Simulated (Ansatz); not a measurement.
We consider GeS2 (P4₂/nmc, No. 137, 6 atoms in the cell; start mp-1071032), described by PBEsol+SOC (plane waves, PAW; Ansatz, a quantum-chemistry and plane-wave program).

Numerical settings: plane-wave cutoff 520 eV, 10×10×4 k mesh (along the axes of the cell as run), Fermi–Dirac smearing 0.01 eV, PAW data made under PBE.

Cell (relaxed with PBE-D3(BJ)):

Space group P4₂/nmc, origin choice 1 (No. 137); a = 3.4855 Å, b = 3.4855 Å, c = 10.8441 Å, α = 90.00°, β = 90.00°, γ = 90.00°

```json
[
 {"atom": "Ge", "site": "2b", "symmetry": "-4m2", "x": "0.0000", "y": "0.0000", "z": "0.5000"},
 {"atom": "S", "site": "4d", "symmetry": "2mm.", "x": "0.5000", "y": "0.0000", "z": "0.1313"}
]
```

Problem. Give the computed band gap and smallest direct gap on the k points sampled.

Solution. 
* **band gap**: 0.95 eV (indirect)
* **smallest direct gap on the k points sampled**: 1.12 eV

Note: cell and atoms aren't relaxed at this level (pressure -0.6 GPa).

The computed numbers hold no vibrational or temperature effects.

The result took about 14 core-minutes (a rough figure).

A start named mp-… is a Materials Project structure, which need not be a measured phase.
